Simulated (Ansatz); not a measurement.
The parent structure is Hf in the hcp (Mg type) structure (space group P6_3/mmc, No. 194; a = 3.198 Å, c = 5.049 Å; relaxed with 0.1 eV smearing). Axes: x lies along a and z along c of the hexagonal cell.

Level of theory: r2SCAN (Ansatz, a program for electronic structure; PAW; 500 eV plane waves; scalar-relativistic without spin-orbit coupling).

Before the change:

| Item | Value |
|---|---|
| Shortest interatomic distance | 3.128 Å |
| Band gap | zero |

Perturbation: the cell is compressed by 1.50 % along z with no lateral relaxation, atoms relaxed at fixed cell.

What does the calculation give for the stress after the change?

The stress (xx, yy, zz, yz, xz, xy; compression positive) amounts to (1.0, 1.0, 3.2, 0.0, 0.0, 0.0) GPa.

Predict the new energy relative to the base.

The energy rises by 3.3 meV/atom.

What does the calculation give for the shortest interatomic distance after the change?

The shortest interatomic distance shrinks by 0.0305 Å, from 3.128 Å to 3.097 Å.

What does the calculation give for the band gap after the change?

The band gap stays zero.

The cells carry an imposed strain or load. No phonon test of stability was made. All final runs are without spin polarisation.
